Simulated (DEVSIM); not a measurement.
Structure: Schottky contact on n-type Si, at 250 K.

Layer 1 from the left is Si, thickness (μm) 12.0, Nd (cm⁻³) 1.6e17, τn (s) 8.2e-6, τp (s) 8.2e-6. Layer 2 from the left is Si, thickness (μm) 1.90, Nd (cm⁻³) 2.3e18, τn (s) 8.2e-6, τp (s) 8.2e-6.

Left contact: Schottky, work function 4.9 eV, emission velocity 1.9e6 cm/s. Right contact: ohmic. Voltage is applied to the left contact. Recombination: SRH at mid-gap, radiative. Mobility is μmin + (μ − μmin)/(1 + (N/Nref)^α).

The device is made up for the run: typed textbook-type constants, with dimensions and the other settings drawn at random. Values at 300 K; Nc and Nv go as T^1.5, mobilities as T to minus their exponent, the gap by Varshni's rule with the affinity fixed.

Si: gap (eV) 1.124, affinity (eV) 4.05, permittivity 11.7, Nc (cm⁻³) 2.86e19, Nv (cm⁻³) 3.1e19, μn (cm²/Vs) 1417, μp (cm²/Vs) 470, μn,min 52, μp,min 45, Nref,n 9.7e16, Nref,p 2.2e17, αn 0.68, αp 0.72, T exponent of μn 2.3, T exponent of μp 2.2, B (cm³/s) 4.7e-15, Varshni α (eV/K) 0.000473, Varshni β (K) 636.

Simulated with DEVSIM: 1D drift-diffusion, Boltzmann statistics, complete ionisation; no tunnelling, impact ionisation, image-force lowering or self-heating. Metal contacts follow the ideal Schottky-Mott rule: no Fermi-level pinning, no interface dipoles.

Dark forward current:

| |V| (V) | |J| (A/cm²) |
|---|---|
| 0.05 | 4.414e-10 |
| 0.10 | 4.928e-9 |
| 0.15 | 5.058e-8 |
| 0.20 | 5.152e-7 |
| 0.25 | 5.244e-6 |
| 0.30 | 5.337e-5 |
| 0.35 | 0.0005430 |
| 0.40 | 0.005523 |
| 0.45 | 0.05616 |
| 0.50 | 0.5700 |
| 0.55 | 5.715 |
| 0.60 | 51.78 |
| 0.65 | 292.1 |
| 0.70 | 819.8 |
| 0.75 | 1519 |
| 0.80 | 2301 |

Problem. Work out the local ideality factor n = ΔV / (kT/q · ln(J2/J1)) between the rows 0.10 and 0.15 V, 0.75 and 0.80 V.

Solution. kT/q = 21.54 mV. From 0.10 to 0.15 V: ln(5.058e-8/4.928e-9) = 2.329, n = 1.00, near the 1 of diffusion or emission over a barrier. From 0.75 to 0.80 V: ln(2301/1519) = 0.415, n = 5.59; the layers' resistance at their doping, Σ W/(qμN) = 5.1e-5 Ω cm², would take 40 mV of this step of 50 mV.

Problem. Estimate the current at 0.35 V for emission alone, J0 = q v N_band exp(−φB/kT), and read the barrier back from the simulated current.

Solution. φB = 0.850 eV, N_band = 2.18e19 cm⁻³, J0 = 4.82e-11 A/cm²; J = J0 (exp(qV/kT) − 1) = 0.000549 A/cm². The simulation gives 0.000543 A/cm²; the estimate lies 1.2 % above. Read backwards, the simulated current gives an apparent barrier of 0.850 eV. The estimate leaves out transport through the depletion region and minority injection.
